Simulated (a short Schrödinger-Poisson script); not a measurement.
Solved with a short Schrödinger-Poisson script written for these runs: 1D Poisson equation in equilibrium, electrons quantum, Hartree (BenDaniel-Duke, 12 states a valley, the channel's in-plane mass for all, wave functions free to enter the dielectric), parabolic valleys, classical holes, full ionisation, no traps, pinning or gate leakage.

Stack: symmetric double-gate stack, Si3N4 on p-type Si(100), at 300 K.

From the gate side: 1.6 nm Si3N4; 8 nm Si, acceptors 8e17 cm⁻³; 1.6 nm Si3N4.

Constants are typed, rounded textbook-type inputs, not results; the design itself was drawn at random and stands for no fabricated device. Si3N4: permittivity 7.5, conduction-band edge (eV) 1.95, gap (eV) 5.1, electron mass (mₑ) 0.5. Si: permittivity 11.7, conduction-band edge (eV) 0, gap (eV) 1.124, Nv at 300 K (cm⁻³) 3.1e19.

Channel valleys (confinement mass, in-plane density-of-states mass, number): Δ2 0.916, 0.19, 2; Δ4 0.19, 0.417, 4. At the gates, both at one voltage, the conduction-band edge of layer 1 lies 2.03 eV − eVg above the Fermi level of the channel. Gaps are held at their typed values at every temperature. Mesh 0.03 nm at interfaces.

Q: Give the sheet density of all electrons at Vg = 0.8 V (cm⁻²); the sheet density of all electrons at Vg = 0.2 V (cm⁻²); the lowest subband against the Fermi level at Vg = 0.8 V (meV).

A: sheet density of all electrons at Vg = 0.8 V (cm⁻²): 2.39e13; sheet density of all electrons at Vg = 0.2 V (cm⁻²): 3.95e12; lowest subband against the Fermi level at Vg = 0.8 V (meV): -32.6.
